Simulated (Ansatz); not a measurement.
The reference is SnSe in the GeS type structure (space group Pnma, No. 62; a = 11.492 Å, b = 4.169 Å, c = 4.385 Å; layered, stacked along the Cartesian x axis).

(Cell as relaxed with PBE-D3(BJ).)

Levels (all Ansatz, a program for electronic structure, PAW, earlier PAW set): PBE-D3(BJ) (420 eV, without spin-orbit coupling); r2SCAN+rVV10 (500 eV, no SOC).

Each level relaxes its own structure.

```tsv
quantity	PBE-D3(BJ)	r2SCAN+rVV10
volume per atom	26.26 Å³	___
space group	Pnma (No. 62)	___
```

Task: What does r2SCAN+rVV10 give?

Result: 
- volume per atom, r2SCAN+rVV10: 27.20 Å³
- space group, r2SCAN+rVV10: Pnma (No. 62)

PBE-D3(BJ)'s volume per atom lies 0.94 Å³ below r2SCAN+rVV10's (3.5 %); the two agree on the space group. The two levels end in clearly different cell shapes (a soft spacing or a collapse), which may drive these differences. Neither level is exact; r2SCAN+rVV10 is the comparison here, not a measurement.

Stability against distortions was not tested. The program warned that a D3 coordination switch lies within reach, so dispersion energies are less smooth here.
